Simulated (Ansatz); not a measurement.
**WSe2: stress against strain**

WSe2 (2H layered, P6_3/mmc, 19.843 Å³/atom at rest, c along z) under a strain ε along c (axis z), the other axes held. PBE-D3(BJ) in Ansatz, a plane-wave DFT program (PAW, default set), 420 eV, 12×12×3 Γ-centred mesh, Fermi-Dirac smearing 0.05 eV; ions are relaxed within the symmetry of each cell. Stress is positive for a compressed cell.

Here s stands for strain and y for stress zz.

| strain (%) | stress zz (GPa) |
|---|---|
| -3.00 | ? |
| -1.20 | 0.91 |
| -0.60 | 0.44 |
| 0.00 | 0.00 |
| 0.60 | -0.37 |
| 1.20 | -0.72 |

Q: Using a straight line, estimate the missing y at s = -3.00 from the other rows, showing the fit.

A: Means: s 0, y 0.052. About the means, the sum of products is -2.4420 and the sum of squares of s is 3.6000; the slope is their ratio. Least squares gives y = 0.052 - 0.6783·s. Residuals (row less fit): 0.044, -0.019, -0.052, -0.015, 0.042; standard error 0.048 (degrees of freedom: 3). The slope gives the elastic constant C33 = 68 ± 3 GPa. At the withheld row, y = 0.052 - 0.6783 × (-3.0) = 2.087 GPa. The calculation gives 2.69 GPa, 0.603 GPa above the prediction (17.7 % of the range of y in the table). The row lies outside the fitted rows, so this is an extrapolation. From the scatter of the fitted rows alone, a prediction at this place has a standard error of 0.093 GPa, so the miss is 6.5 times that.

One order more, fitted to all 11 runs of the series, follows each within 0.03, so the miss is the next term of a smooth law. Rows are the converged runs of the series near zero and its far end; series whose fitted rows scatter by over a few per cent of the range, as at a crossing or softening among them, aren't shown in this form. Most that stay on the fit to the last digits aren't either.
